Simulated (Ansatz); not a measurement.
Consider O vacancy in bixbyite In2O3, neutral cell. Method: PBE, PAW (plane waves to 420 eV; Ansatz, a program for electronic structure).

Cell of 80 host sites held at the relaxed PBE lattice; one k-point at (0.250, 0.250, 0.250); Fermi-Dirac width 0.01 eV, spin-restricted; finite-size errors left in. Static, classical nuclei. The charge state is imposed; whether it is stable for some Fermi level was not computed. Forms of the defect that were not tried may lie lower.

Barriers: single points on a 2×2×2 k-point mesh shifted by half a step at the bands' geometries.

The step: a nearby O atom hops onto the vacant site. Atoms about the jump, Cartesian Å from the middle of the jump, before and after:

```csv
atom,x0,y0,z0,x1,y1,z1
O1,0.20,-1.25,-0.01,-0.20,1.25,0.01
In2,-1.28,-0.22,1.23,-1.32,-0.11,1.23
In3,1.05,0.13,-1.47,1.07,0.29,-1.50
O4,2.41,1.34,-0.35,2.58,1.34,-0.41
O5,0.12,-0.97,2.80,0.13,-0.97,2.61
In6,1.34,-2.38,1.54,1.38,-2.44,1.58
In7,1.45,2.85,0.92,1.35,2.74,0.85
O8,-2.60,-0.96,-0.40,-2.51,-0.98,-0.38
O9,2.50,1.77,2.43,2.48,1.75,2.39
O10,-0.24,-1.06,-2.85,-0.23,-1.04,-2.70
O11,2.92,-1.03,2.34,2.95,-1.04,2.33
O12,-2.15,1.42,2.24,-2.24,1.42,2.33
O13,0.19,1.74,-2.66,0.20,1.79,-2.79
In14,-1.25,-2.39,-1.39,-1.31,-2.46,-1.45
In15,3.91,0.51,1.21,3.93,0.52,1.19
In16,1.68,0.17,3.78,1.69,0.17,3.74
O17,2.58,-0.98,-2.39,2.56,-0.96,-2.37
In18,-1.29,2.81,-1.46,-1.25,2.73,-1.39
O19,2.44,-3.36,-0.03,2.40,-3.31,-0.06
O20,0.13,4.06,-0.38,0.13,4.13,-0.40
```

### Question
Predict the transition state.

### Answer

| atom | x | y | z |
|---|---|---|---|
| O1 | 0.42 | 0.10 | 0.37 |
| In2 | -1.35 | -0.22 | 1.31 |
| In3 | 1.13 | 0.26 | -1.55 |
| O4 | 2.60 | 1.43 | -0.45 |
| O5 | 0.10 | -1.05 | 2.84 |
| In6 | 1.35 | -2.34 | 1.60 |
| In7 | 1.44 | 2.75 | 0.87 |
| O8 | -2.54 | -0.99 | -0.38 |
| O9 | 2.50 | 1.76 | 2.41 |
| O10 | -0.22 | -1.06 | -2.74 |
| O11 | 2.94 | -1.01 | 2.35 |
| O12 | -2.21 | 1.42 | 2.28 |
| O13 | 0.18 | 1.79 | -2.72 |
| In14 | -1.35 | -2.43 | -1.48 |
| In15 | 3.92 | 0.53 | 1.18 |
| In16 | 1.67 | 0.17 | 3.77 |
| O17 | 2.59 | -0.96 | -2.40 |
| In18 | -1.31 | 2.83 | -1.52 |
| O19 | 2.34 | -3.26 | -0.04 |
| O20 | 0.12 | 3.99 | -0.40 |
It lies 0.94 eV above the start and 0.94 eV above the end. The saddle point's order was not checked.
